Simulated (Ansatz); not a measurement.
Take Si in the diamond structure (space group Fd-3m, No. 227; a = 5.434 Å) as the base.

Modification: a fraction x = 0.5 of the Si sites is given to Ge, ordered in a cell of 8 atoms (starting symmetry Pmma) and fully relaxed.

The other end (x = 1) is Ge in the diamond structure (space group Fd-3m, No. 227): 22.86 Å³/atom, gap zero.

Levels (all Ansatz, a program for electronic structure, PAW): PBEsol (420 eV, no spin-orbit coupling); PBEsol+SOC (420 eV, spin-orbit coupling included).

The geometry is relaxed with PBEsol.

| Item | Value |
|---|---|
| PBEsol valence-band top at Γ | 0.00, -0.03, -0.05 eV |
| PBEsol band gap | 0.29 eV |
| PBEsol width of the top valence band | 3.50 eV |
| PBEsol smallest direct gap | 0.43 eV |

With PBEsol+SOC at the same geometry, the valence-band top at Γ (three highest Kramers pairs, from the VBM) goes from 0.00, -0.03, -0.05 eV to 0.00, -0.03, -0.21 eV; the band gap drops by 0.05 eV to 0.24 eV; the width of the top valence band rises by 0.026 eV to 3.52 eV; the smallest direct gap shrinks by 0.05 eV, from 0.43 eV to 0.38 eV.

Single points use the geometry relaxed with PBEsol. Differences between runs with and without spin-orbit coupling are approximate. These are small ordered cells, not random alloys; other orderings at the same x differ. Stability against distortions was not tested. The zero or small gap of SiGe and Ge can change with the level of theory.
